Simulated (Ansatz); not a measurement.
## Sn: response to strain

Consider Sn in the diamond structure (space group Fd-3m, No. 227; a = 6.5402 Å; relaxed with 0.1 eV smearing). Axes: x, y, z lie along the cube axes.

Strains are applied to the cell and any free atomic positions relax; under biaxial strain the out-of-plane vector relaxes too.

The values are results of Ansatz (a first-principles code) PBEsol, no spin-orbit coupling, not measurements.

Notes on the quantities. energy relative to the base: free energy F.

```csv
"biaxial strain, plane normal [111], relaxed out of plane (%)",energy relative to the base (meV/atom)
0,0.0
0.42,0.3
0.83,1.3
1.25,2.8
1.67,5.0
2.08,?
2.5,11.1
```

Question: Fit ΔE = Aε² + Bε³ (ε in %) to the rows shown and predict the withheld row.

Answer: Least squares on the printed values gives A = 1.83 and B = -0.023 meV/atom (largest residual 0.1 meV/atom); this predicts 7.7 meV/atom, and the run gives 7.7 meV/atom, in agreement.

Whether these cells are dynamically stable was not tested.
